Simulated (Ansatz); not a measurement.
Defect migration in beta Ge3N4: N vacancy, charge state +1. Level of theory: PBE, PAW (plane waves to 420 eV; Ansatz, a first-principles code).

Cell of 84 host sites held at the relaxed PBE lattice; one k-point at (0.250, 0.250, 0.250); Fermi-Dirac width 0.01 eV, spin-restricted; finite-size errors left in. No zero-point or tunnelling terms. The charge state is imposed; whether it is stable for some Fermi level was not computed. Forms of the defect that were not tried may lie lower. The start lies 0.16 eV above the lowest site run (PBE).

Barriers: single points on a 2×2×2 k-point mesh shifted by half a step along c at the bands' geometries.

The step: a nearby N atom hops onto the vacant site (strongly reconstructed ends). Atoms about the jump, Cartesian Å from the middle of the jump, before and after:

```tsv
atom	x0	y0	z0	x1	y1	z1
N1	-1.52	-0.05	0.00	1.52	0.05	0.00
Ge2	0.01	-1.11	0.00	0.71	-1.57	0.00
Ge3	1.19	1.74	0.00	1.18	1.88	0.00
Ge4	-2.37	0.50	1.56	-2.36	0.51	1.42
Ge5	-2.37	0.50	-1.56	-2.36	0.50	-1.42
N6	0.32	2.31	1.55	0.30	2.42	1.53
N7	0.32	2.31	-1.55	0.30	2.42	-1.53
N8	0.00	-2.14	1.55	-0.08	-2.16	1.54
N9	0.00	-2.14	-1.55	-0.08	-2.16	-1.55
```

Predict the transition state.


```
atom      x      y      z
----  -----  -----  -----
N1    -0.13   0.33   0.01
Ge2    0.47  -1.41   0.00
Ge3    0.98   1.91   0.00
Ge4   -2.28   0.52   1.44
Ge5   -2.28   0.52  -1.44
N6     0.40   2.73   1.57
N7     0.40   2.73  -1.57
N8    -0.11  -2.19   1.56
N9    -0.10  -2.19  -1.56
```
It lies 2.51 eV above the start and 2.63 eV above the end. The saddle point's order was not checked, and it lies on a symmetry element of the cell, where a band can be held.
